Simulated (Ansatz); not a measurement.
**Si, response to strain**

Consider Si in the diamond structure (space group Fd-3m, No. 227; a = 5.444 Å).

Strains are applied to the cell and any free atomic positions relax.

Method: Ansatz (a quantum-chemistry and plane-wave program), r2SCAN, PAW, cutoff 500 eV, no spin-orbit coupling.

```
isotropic strain (%)  pressure (GPa)
--------------------  --------------
0                                0.0
0.5                                ?
1                               -2.7
1.5                             -3.9
2                               -5.1
2.5                             -6.1
3                               -7.1
```

Task: Fit P = P₀ − Bδ + Cδ² with δ = (1 + ε)³ − 1 to the rows shown and predict the withheld row.

Result: Least squares on the printed values gives P₀ = 0.0 GPa, B = 94.9 GPa, C = 199 GPa (largest residual 0.0 GPa); this predicts -1.4 GPa, and the run gives -1.4 GPa, in agreement.

Stability against distortions was not tested.
